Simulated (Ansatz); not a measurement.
TiC in the rock salt structure (space group Fm-3m, No. 225)

```cif
data_C4Ti4
_chemical_formula_sum 'Ti4 C4'
_space_group_name_H-M_alt 'Fm-3m'
_space_group_IT_number 225
_space_group_name_Hall '-F 4 2 3'
_cell_length_a 4.33303
_cell_length_b 4.33303
_cell_length_c 4.33303
_cell_angle_alpha 90.000
_cell_angle_beta 90.000
_cell_angle_gamma 90.000
loop_
_atom_site_label
_atom_site_type_symbol
_atom_site_symmetry_multiplicity
_atom_site_Wyckoff_symbol
_atom_site_fract_x
_atom_site_fract_y
_atom_site_fract_z
_atom_site_occupancy
Ti1 Ti 4 a 0.00000 0.00000 0.00000 1
C1 C 4 b 0.50000 0.50000 0.50000 1
```
(The calculation used a cell of 2 atoms; values per cell refer to that cell.)

Computed with PBE/PAW in Ansatz (a first-principles code), scalar-relativistic without spin-orbit coupling. k-mesh 18×18×18 (Γ-centred); smearing 0.05 eV (Fermi–Dirac).

Volume per atom: 10.17 Å³
Density: 4.89 g/cm³
Band gap: zero
Total energy: -1376.136 eV/atom (σ→0; compares only within this code and set-up)

Whether these cells are dynamically stable was not tested. The final runs are not spin-polarised.
